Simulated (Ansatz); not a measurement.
Cost and result by functional for the surface energy of the (100) surface of bcc Nb in its 1x1 cell, outermost plane spacing 1.66 Å in the ideal cut, in Ansatz (plane waves, PAW). Single points on the PBE structure, on one kind of machine; costs are rough ratios of the slab run's core time (references not counted) to the cheapest single point. r2SCAN's cost holds its higher cutoff (500 against 420 eV). Differences are taken against r2SCAN for comparison alone: no measured value is at hand, so the table doesn't rank accuracy.

Slab: 7 atoms, 9.9 Å thick at the start (thin: gaps and levels are the slab's own); k 11x11x1, smearing 0.1 eV, dipole-corrected; all atoms relaxed; symmetry of the start imposed; no spin, no spin-orbit, no U. These notes are the PBE run's.

```json
[
 {"functional": "LDA", "relative cost": "1", "surface energy (J/m²)": "2.71", "less r2SCAN (J/m²)": "0.22"},
 {"functional": "RPBE", "relative cost": "1", "surface energy (J/m²)": "2.21", "less r2SCAN (J/m²)": "-0.28"},
 {"functional": "PBEsol", "relative cost": "1", "surface energy (J/m²)": "2.61", "less r2SCAN (J/m²)": "0.13"},
 {"functional": "r2SCAN", "relative cost": "2", "surface energy (J/m²)": "2.49", "less r2SCAN (J/m²)": "0.00"},
 {"functional": "PBE (the relaxed run's value)", "relative cost": "–", "surface energy (J/m²)": "2.37", "less r2SCAN (J/m²)": "-0.12"}
]
```

The values span 0.50 J/m², while the single points' costs differ by a factor of roughly 2. Differences are of unrounded values.

Ansatz is a program for electronic structure.
